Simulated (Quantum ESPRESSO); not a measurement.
Checking a run of Quantum ESPRESSO on Sr2Mg3Al (P6_3/mmc, 24 atoms in the cell). The aim is a self-consistent single point with DFT, LDA (PZ), plane waves, GBRV 1.5 ultrasoft (LDA) pseudopotentials.

Cell that was meant: a = 6.3291 Å, b = 6.3291 Å, c = 21.1226 Å, α = 90.00°, β = 90.00°, γ = 120.00°.

Part of the input:

```fortran
    nat = 24
    ntyp = 3
    ecutwfc = 40
    ecutrho = 80
    occupations = 'smearing'
    smearing = 'gauss'
    degauss = 0.0036749
```

Log, with long lists cut:

```
     Message from routine set_cutoff:
     ecutrho < 4*ecutwfc, are you sure?
     Message from routine setup:
   [... lines left out ...]
        k(    1) = (   0.0000000   0.0000000   0.0000000), wk =   0.1250000
        k(    2) = (   0.0000000   0.2886751   0.0000000), wk =   0.7500000
        k(    3) = (   0.0000000  -0.5773503   0.0000000), wk =   0.3750000
        k(    4) = (   0.2500000   0.4330127   0.0000000), wk =   0.7500000

     Dense  grid:    59693 G-vectors     FFT dimensions: (  36,  36, 120)

     Initial potential from superposition of free atoms

     starting charge     208.1725, renormalised to     212.0000

     negative rho (up, down):  5.773E-01 0.000E+00
     Self-consistent Calculation

     iteration #  1     ecut=    40.00 Ry     beta= 0.70

     Threshold (ethr) on eigenvalues was too large:
     Diagonalizing with lowered threshold

     negative rho (up, down):  5.685E-01 0.000E+00

     total energy              =   -2088.56594560 Ry
     estimated scf accuracy    <       1.76662806 Ry

     iteration #  2     ecut=    40.00 Ry     beta= 0.70

     negative rho (up, down):  5.784E-01 0.000E+00

     total energy              =   -2088.86664339 Ry
     estimated scf accuracy    <       1.32835180 Ry

     iteration #  3     ecut=    40.00 Ry     beta= 0.70

     negative rho (up, down):  5.855E-01 0.000E+00

     total energy              =   -2089.15976524 Ry
     estimated scf accuracy    <       0.06135167 Ry

   [... 8 blocks of this kind left out ...]

     iteration # 12     ecut=    40.00 Ry     beta= 0.70

     negative rho (up, down):  5.865E-01 0.000E+00

     total energy              =   -2089.17460557 Ry
     estimated scf accuracy    <          1.1E-09 Ry

     iteration # 13     ecut=    40.00 Ry     beta= 0.70

     negative rho (up, down):  5.865E-01 0.000E+00
     End of self-consistent calculation

     the Fermi energy is     5.4426 ev

!    total energy              =   -2089.17460557 Ry
     estimated scf accuracy    <          1.9E-11 Ry
     smearing contrib. (-TS)   =      -0.00213081 Ry
     internal energy E=F+TS    =   -2089.17247476 Ry

     convergence has been achieved in  13 iterations

     negative rho (up, down):  5.865E-01 0.000E+00

     Forces acting on atoms (cartesian axes, Ry/au):

     atom    1 type  1   force =     0.00000000    0.00000000   -0.00165874
     atom    2 type  1   force =     0.00000000   -0.00000000    0.00165874
     atom    3 type  1   force =     0.00000000    0.00000000   -0.00165874
     atom    4 type  1   force =    -0.00000000   -0.00000000    0.00165874
   [... lines left out ...]
     Total force =     0.005015     Total SCF correction =     0.000009
   [... lines left out ...]

     negative rho (up, down):  5.865E-01 0.000E+00
          total   stress  (Ry/bohr**3)                   (kbar)     P=      -32.50
  -0.00022222  -0.00000000   0.00000000          -32.69       -0.00        0.00
  -0.00000000  -0.00022222  -0.00000000           -0.00      -32.69       -0.00
   0.00000000   0.00000000  -0.00021832            0.00        0.00      -32.12

   JOB DONE.
```

Q: Is anything amiss in this input, and did it matter?

A: The results are close to the sound ones and would serve for rough work. The doubtful point is a density cutoff or grid that is too coarse. The charge density holds wave vectors up to twice those of the orbitals (four times the energy cutoff), and augmentation charges need more still. The run converged in 13 iterations without an error; against the sound input the free energy goes down by 1.3 meV/atom, the pressure hardly changes (-3.33 to -3.25 GPa) and the largest force stays at 0.043 eV/Å.

The sound input it was made from differs as follows (other fixes are possible):
```diff
-    ecutrho = 80
+    ecutrho = 200
```

With that input, the run converged in 13 iterations: free energy E − TS -28424.6383 eV; Fermi level (on the code's own zero) 5.44 eV; pressure -3.33 GPa; largest force (vector length) 0.043 eV/Å (DFT, LDA (PZ), plane waves, GBRV 1.5 ultrasoft (LDA) pseudopotentials).

On the sound input: the starting cell comes from a database of computed structures (which also holds hypothetical and non-ambient phases and stackings), without a prior relaxation at this level. Its lattice was rescaled by a random factor within 2.5 % of one. With a pressure of about -3 GPa the cell is away from its equilibrium volume at this level.
